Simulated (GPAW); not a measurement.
Input and output of a self-consistent single point for KCrCl3 (P4mm, 5 atoms in the cell) (GPAW).

Level of theory: PBEsol, GPAW PAW datasets PBEsol (made by gpaw-setup) (plane waves; GPAW 25.7.0).

The change in words: lattice scaled by 0.98. Reference geometry:
```yaml
crystal:
  lattice:
    - [4.97792, 0.00000, 0.00000]
    - [0.00000, 4.97792, 0.00000]
    - [0.00000, 0.00000, 4.97062]
  atoms:
    - { symbol: K, position: [0.00000, 0.00000, 0.99676] }
    - { symbol: Cr, position: [0.50000, 0.50000, 0.48507], spin: 3.0 }
    - { symbol: Cl, position: [0.50000, 0.00000, 0.48536] }
    - { symbol: Cl, position: [0.00000, 0.50000, 0.48536] }
    - { symbol: Cl, position: [0.50000, 0.50000, 0.98504] }
```
(The spins are starting values, not results.)

Reference input (self-consistent single point, DFT PBEsol, plane waves, GPAW PAW datasets PBEsol (made by gpaw-setup)): spinpol = true; mode = pw; ecut = 800 eV; xc = PBEsol; kpts = 5 5 5; mesh shift (steps) = 0 0 0; occupations.name = fermi-dirac; occupations.width = 0.136 eV; nbands = -13; symmetry.symmorphic = false; symmetry.tolerance = 0.0005; maxiter = 100. This run's input differs from it in these lines:

```diff
@@ -5,5 +5,5 @@
 atoms = Atoms(['K', 'Cr', 'Cl', 'Cl', 'Cl'],
-              cell=[[4.977920, 0.000000, 0.000000],
-                    [0.000000, 4.977920, 0.000000],
-                    [0.000000, 0.000000, 4.970620]],
+              cell=[[4.878362, 0.000000, 0.000000],
+                    [0.000000, 4.878362, 0.000000],
+                    [0.000000, 0.000000, 4.871208]],
               scaled_positions=[[0.000000, 0.000000, 0.996760],
```

The program printed (abridged):

```
     iter     time        total  log10-change:  magmom
                         energy   eigst   dens
iter:   1 --:--:--   -24.129512                   +2.9924
iter:   2 --:--:--   -24.569646   -1.17  -1.48    +3.6421
iter:   3 --:--:--   -24.482752   -2.10  -1.49    +4.0505
iter:   4 --:--:--   -24.277913   -1.16  -1.49    +4.0134
iter:   5 --:--:--   -24.297106   -2.19  -1.75    +4.0147
iter:   6 --:--:--   -24.194739   -2.50  -1.83    +3.9992
iter:   7 --:--:--   -24.192280   -3.31  -1.97    +4.0038
iter:   8 --:--:--   -24.141018   -2.08  -2.15    +4.0014
iter:   9 --:--:--   -24.141990   -3.35  -2.98    +4.0007
   [... lines left out ...]
iter:  13 --:--:--   -24.142484c  -5.30  -3.19    +3.9999
iter:  14 --:--:--   -24.142498c  -6.46  -3.35    +3.9999
   [... 4 lines left out ...]
iter:  19 --:--:--   -24.142286c  -5.61  -3.60    +4.0000
iter:  20 --:--:--   -24.142294c  -6.42  -3.80    +4.0000
iter:  21 --:--:--   -24.142278c  -6.37  -3.90    +4.0000
iter:  22 --:--:--   -24.142270c  -6.31  -3.94    +4.0000
iter:  23 --:--:--   -24.142270c  -7.31  -4.05c   +4.0000
iter:  24 --:--:--   -24.142265c  -6.63  -4.08c   +4.0000
iter:  25 --:--:--   -24.142268c  -7.34  -4.28c   +4.0000
iter:  26 --:--:--   -24.142270c  -7.44c -4.30c   +4.0000
Converged after 26 iterations.

Dipole moment: (-0.000000, -0.000000, 4.412735) |e|*Ang

Total magnetic moment: (0.000000, 0.000000, 3.999952)
Local magnetic moments:
   0 K  ( 0.000000,  0.000000,  0.000596)
   1 Cr ( 0.000000,  0.000000,  3.427027)
   2 Cl ( 0.000000,  0.000000,  0.007753)
   3 Cl ( 0.000000,  0.000000,  0.007753)
   4 Cl ( 0.000000,  0.000000,  0.007887)

Energy contributions relative to reference atoms: (reference = -82521.862238)

Kinetic:        +11.180287
Potential:      -13.116533
External:        +0.000000
XC:             -21.810208
Entropy (-ST):   -0.061202
Local:           -0.365215
SIC:             +0.000000
--------------------------
Free energy:    -24.172871
Extrapolated:   -24.142270

Spin contamination: 0.059063 electrons
Showing only first 2 kpts
                      Up                     Down
   [... lines left out ...]
Fermi level: 4.47928
No gap
   [... lines left out ...]
Energy (eV): -24.14227

Forces in eV/Ang:
  0 K     0.00000    0.00000   -0.02592
  1 Cr    0.00000    0.00000    0.00853
  2 Cl    0.00000    0.00000    0.00459
  3 Cl    0.00000    0.00000    0.00459
  4 Cl    0.00000    0.00000    0.00831

Stress tensor:
    -0.000802     0.000000     0.000000
     0.000000    -0.000802     0.000000
     0.000000     0.000000    -0.001338
Stress (GPa, Voigt): [-0.1286 -0.1286 -0.2144  0.      0.      0.    ]
```

The run converged in 26 iterations. GPAW prints stress with tension positive. Against the reference run the free energy falls by 8.9 meV/atom, the pressure goes from -2.11 to 0.16 GPa, the largest force goes from 0.014 to 0.026 eV/Å and the size of the net moment stays at 0.80 μB/atom.

The starting cell comes from a database of computed structures (which also holds hypothetical and non-ambient phases and stackings), without a prior relaxation at this level. For this run, on top of that: lattice scaled by 0.98. With one magnetic atom in the cell only a parallel order is possible.

Cost on one core of a shared machine: roughly 80 s.
